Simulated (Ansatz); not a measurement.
# Pressure series in V3Si

The reference is V₃Si in the A15 (Cr3Si type) structure (space group Pm-3n, No. 223).

```cif
data_Si2V6
_chemical_formula_sum 'V6 Si2'
_space_group_name_H-M_alt 'Pm-3n'
_space_group_IT_number 223
_space_group_name_Hall '-P 4n 2 3'
_cell_length_a 4.70139
_cell_length_b 4.70139
_cell_length_c 4.70139
_cell_angle_alpha 90.000
_cell_angle_beta 90.000
_cell_angle_gamma 90.000
loop_
_atom_site_label
_atom_site_type_symbol
_atom_site_symmetry_multiplicity
_atom_site_Wyckoff_symbol
_atom_site_fract_x
_atom_site_fract_y
_atom_site_fract_z
_atom_site_occupancy
V1 V 6 c 0.00000 0.50000 0.25000 1
Si1 Si 2 a 0.00000 0.00000 0.00000 1
```

Cell and atoms are relaxed at each pressure.

Level of theory: PBE (Ansatz, an electronic-structure program, PAW, spin-orbit coupling left out), earlier PAW set.

Notes on the quantities. enthalpy: H = E + PV relative to the base's energy.

| change | density | enthalpy |
|---|---|---|
| base | 5.78 g/cm³ | – |
| pressure −2 GPa | 5.72 g/cm³ | -0.16 eV/atom |
| pressure −1 GPa | 5.75 g/cm³ | -0.08 eV/atom |
| pressure 1.8 GPa | ? | +0.15 eV/atom |
| pressure 4.2 GPa | 5.90 g/cm³ | +0.34 eV/atom |
| pressure 9 GPa | 6.04 g/cm³ | +0.71 eV/atom |
| pressure 18 GPa | ? | +1.40 eV/atom |
| pressure 30 GPa | 6.53 g/cm³ | +2.28 eV/atom |
| pressure 45 GPa | 6.84 g/cm³ | +3.33 eV/atom |
| pressure 60 GPa | 7.11 g/cm³ | +4.34 eV/atom |

Question: What belongs in the blanks?

Answer: 
- pressure 1.8 GPa, density: 5.84 g/cm³
- pressure 18 GPa, density: 6.26 g/cm³

Load acts through the strain it causes; cell and atoms are relaxed under it. No phonon test of stability was made. No other phases were tried under pressure. Starting moments died away, wholly or in part, for the base; another magnetic solution may exist. The final runs are not spin-polarised.
